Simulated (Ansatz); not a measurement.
## A computed series for BaTiO3: response to strain

The parent structure is BaTiO$_{3}$ in the cubic perovskite structure (space group Pm-3m, No. 221; a = 3.9699 Å). Axes: x, y, z lie along the cube axes.

Strains are applied to the cell and any free atomic positions relax; under biaxial strain the out-of-plane vector relaxes too.

Calculations: Kohn–Sham DFT with the PBEsol functional, run in Ansatz (a program for electronic structure) with PAW and 420 eV plane waves, no spin-orbit coupling.

Notes on the quantities. energy relative to the base: free energy F.

```json
[
 {"biaxial strain, plane normal [001], relaxed out of plane (%)": "-3", "energy relative to the base (meV/atom)": "27.5"},
 {"biaxial strain, plane normal [001], relaxed out of plane (%)": "-2.4", "energy relative to the base (meV/atom)": "?"},
 {"biaxial strain, plane normal [001], relaxed out of plane (%)": "-1.8", "energy relative to the base (meV/atom)": "9.4"},
 {"biaxial strain, plane normal [001], relaxed out of plane (%)": "-1.2", "energy relative to the base (meV/atom)": "4.1"},
 {"biaxial strain, plane normal [001], relaxed out of plane (%)": "-0.6", "energy relative to the base (meV/atom)": "1.0"},
 {"biaxial strain, plane normal [001], relaxed out of plane (%)": "0", "energy relative to the base (meV/atom)": "0.0"}
]
```

**Question.** Fit ΔE = Aε² + Bε³ (ε in %) to the rows shown and predict the withheld row.

**Answer.** Least squares on the printed values gives A = 2.68 and B = -0.12 meV/atom (largest residual 0.0 meV/atom); this predicts 17.2 meV/atom, and the run gives 17.2 meV/atom, in agreement.

Stability against distortions was not tested. All final runs are without spin polarisation. Many cubic perovskites are stable only at high temperature; tilts and polar distortions were not tested. This is not the structure that BaTiO3 has at room temperature and ambient pressure.
